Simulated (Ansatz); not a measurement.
Base system: TiO2 in the anatase structure (space group I4_1/amd, No. 141; a = 3.7698 Å, c = 9.5517 Å). Axes: x, y, z lie along a, b, c of the conventional cell.

One thing is altered: the cell is compressed by 3.00 % along x with no lateral relaxation, atoms relaxed at fixed cell.

Level of theory: PBEsol (Ansatz, an electronic-structure program), spin-orbit coupling left out.

Give the band edges at the high-symmetry points of the new zone, measured from its valence-band maximum.


| point | valence edge (eV) | conduction edge (eV) |
|---|---|---|
| Γ | -0.49 | 2.21 |
| X | -0.10 | 2.53 |
| F₂ | -0.79 | 3.30 |
| Σ₀ | -0.79 | 3.30 |
| Y₀ | -0.82 | 3.53 |
| U₀ | -0.82 | 3.53 |
| R | -0.65 | 3.36 |
| W | -0.26 | 3.73 |
| S | -0.71 | 3.55 |
| T | -0.06 | 3.49 |

The gap is 2.21 eV, indirect, Γ–T (88 % along) → Γ.

The cells carry an imposed strain or load. Stability against distortions was not tested. The final runs are not spin-polarised. Labels are those of the standard path for the cell's own space group.
